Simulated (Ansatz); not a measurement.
A self-consistent single point of MgB₂ (P6mm, 3 atoms in the cell) with Ansatz (a first-principles code).

Level of theory: PBEsol, default PAW files made with PBE (plane waves; Ansatz).

```
CELL_PARAMETERS angstrom
      1.55272    -2.68940     0.00000
      1.55272     2.68940     0.00000
      0.00000     0.00000     3.53760
ATOMIC_POSITIONS crystal
  Mg 0.00000 0.00000 0.01413
  B  0.33333 0.66667 0.50000
  B  0.66667 0.33333 0.50000
```

Reference input (self-consistent single point, DFT, PBEsol, plane waves, default PAW files made with PBE): basis.ecutwfc = 420 eV; kpoints.mp_grid.grid = 12 12 9; hamiltonian.xc = pbesol; hamiltonian.pseudopotentials = {kind: paw} (the program's default PAW files); scf.occupations.method = fermi_dirac; scf.occupations.width = 0.1 eV. This run's input differs from it in these lines:

Ansatz 0.2 input:
```diff
@@ -12,3 +12,3 @@
 kpoints:
-  mp_grid: { grid: [12, 12, 9] }
+  mp_grid: { grid: [20, 20, 15] }
 hamiltonian:
@@ -17,3 +17,3 @@
 scf:
-  occupations: { method: fermi_dirac, width: 0.1 }
+  occupations: { method: gaussian, width: 0.1 }
 output:
```

Output (repeated stretches shortened):

```
SCF iter   1: F=—  HF=-2217.764862 eV  |F-HF|=—  |Δ(HF+E_count)|=         —  Δρ=3.80e-3  dr2=5.81e-3  ethr=1.77e-3  ⟨swp⟩=5.0  Hψ=22296  notcnv=0
all-band conjugate gradients solve this SCF's bands
preconditioner: auto → none
SCF iter   2: F=—  HF=-2217.764047 eV  |F-HF|=—  |Δ(HF+E_count)|=   8.15e-4  Δρ=2.22e-3  dr2=2.15e-3  ethr=3.63e-5  ⟨swp⟩=1.7  Hψ=7649  notcnv=0
SCF iter   3: F=—  HF=-2217.763376 eV  |F-HF|=—  |Δ(HF+E_count)|=   6.71e-4  Δρ=3.60e-4  dr2=2.95e-5  ethr=1.34e-5  ⟨swp⟩=2.6  Hψ=6235  notcnv=0
SCF iter   4: F=—  HF=-2217.763365 eV  |F-HF|=—  |Δ(HF+E_count)|=   1.12e-5  Δρ=1.33e-4  dr2=3.10e-6  ethr=1.85e-7  ⟨swp⟩=2.0  Hψ=6948  notcnv=0
SCF iter   5: F=—  HF=-2217.763363 eV  |F-HF|=—  |Δ(HF+E_count)|=   2.29e-6  Δρ=3.46e-5  dr2=4.98e-7  ethr=1.94e-8  ⟨swp⟩=2.1  Hψ=5747  notcnv=0
SCF iter   6: F=-2217.763363 eV  HF=-2217.763363 eV  |F-HF|=1.30e-8  |Δ(HF+E_count)|=   1.87e-7  Δρ=8.13e-6  dr2=1.03e-8  ethr=6.25e-10  ⟨swp⟩=5.1  Hψ=18219  notcnv=0
SCF 1 converged in 6 iterations: F = -2217.763363 eV  dr2 = 1.03e-8
Free energy (F): -2217.763363 eV
Internal energy: -2217.759871 eV  (E = F + TS)
E sigma→0 (E₀):  -2217.761617 eV
Entropy (-TS):   -0.003492 eV (-1.164 meV/atom)
Fermi energy:    8.950319 eV
--- Forces (eV/Å), atoms counted from 1 ---
  atom   1  Mg     0.00000000     0.00000000    -0.30337458
  atom   2  B     -0.00000000     0.00000000     0.15163026
  atom   3  B      0.00000000    -0.00000000     0.15163026
--- Stress (GPa, compression-positive) ---
       -6.475441       0.000000       0.000000
       -0.000000      -6.475441       0.000000
        0.000000       0.000000      -3.628023
  P = ⅓ Tr σ = -5.5263 GPa (-55.263 kbar)
  The stress holds the Pulay correction. Without it, at fixed plane waves, as pw.x and ABINIT print it: P = -5.6854 GPa
```

The run converged in 6 iterations. Against the reference run the free energy goes up by 3.8 meV/atom, the pressure hardly changes (-5.51 to -5.53 GPa) and the largest force hardly changes (0.304 to 0.303 eV/Å).

The starting cell has typed, rounded lattice constants, without a prior relaxation at this level. Its lattice was rescaled by up to half a per cent. One atom was moved a little off its site on purpose. With a pressure of about -6 GPa the cell is away from its equilibrium volume at this level. Ansatz's pressure includes its estimate of the finite-basis (Pulay) stress.
